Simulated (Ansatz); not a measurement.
The starting structures come from a database of crystals and need not be the phases stable at ambient conditions.

The decay constant κ of evanescent states in the gap governs leakage through a thin film.

Consider the following.

```yaml
crystal:
  lattice:
    - [3.38795, 0.00000, 0.00000]
    - [0.00000, 6.58922, 0.00000]
    - [0.00000, 0.00000, 5.63274]
  atoms:
    - { symbol: Zr, position: [0.75000, 0.89158, 0.75154] }
    - { symbol: Zr, position: [0.25000, 0.10842, 0.24846] }
    - { symbol: Zr, position: [0.25000, 0.39158, 0.74846] }
    - { symbol: Zr, position: [0.75000, 0.60842, 0.25154] }
    - { symbol: O, position: [0.25000, 0.65924, 0.97802] }
    - { symbol: O, position: [0.75000, 0.34076, 0.02198] }
    - { symbol: O, position: [0.75000, 0.15924, 0.52198] }
    - { symbol: O, position: [0.25000, 0.84076, 0.47802] }
    - { symbol: O, position: [0.25000, 0.07650, 0.86074] }
    - { symbol: O, position: [0.75000, 0.92350, 0.13926] }
    - { symbol: O, position: [0.75000, 0.57650, 0.63926] }
    - { symbol: O, position: [0.25000, 0.42350, 0.36074] }
```

Space group of this cell: Pnma. The cell is taken as given; by r2SCAN its mean pressure is -9.0 GPa.

Transport runs along the normal of the first two printed cell vectors.

No gap correction and no spin-orbit coupling; mid-gap values are interpolated between computed energies.

**Question.** Compute, with Ansatz (an electronic-structure program) with r2SCAN, the band gap and the smallest decay constant κ at mid-gap.

**Answer.** Gap 3.37 eV on a 10×6×6 mesh; κ = 0.451 1/Å, at the zone centre.
